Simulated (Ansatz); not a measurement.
**CuI (P-3m1, No. 164, 4 atoms in the cell; start mp-570081; a measured phase of this formula has another space group)**

Calculation: LDA (plane waves, PAW; Ansatz, a program for electronic structure).

Settings: plane-wave cutoff 520 eV, 12×12×6 k mesh (along the axes of the cell as run), Fermi–Dirac smearing 0.01 eV, no spin polarisation, scalar-relativistic PAW data made under PBE.

Cell (relaxed at this level):

CuI is modelled in the trigonal space group P-3m1 (No. 164), Pearson symbol hP4. Cell: a = 4.0073 Å, b = 4.0073 Å, c = 7.0153 Å, α = 90.00°, β = 90.00°, γ = 120.00°. Cu on 2d sees 4 I at 2.537–2.613 Å (tetrahedral). I on 2d sees 4 Cu at 2.537–2.613 Å. (Neighbours: up to the widest gap in distance over summed covalent radii, below 1.35, at either atom; cation-cation and far metal-metal contacts left out.)

band gap: 1.56 eV

Spin–orbit coupling is not included; with these elements it can move the gap by several tenths of an eV or more.

The computed numbers hold no vibrational or temperature effects.

A start named mp-… is a Materials Project structure, which need not be a measured phase.
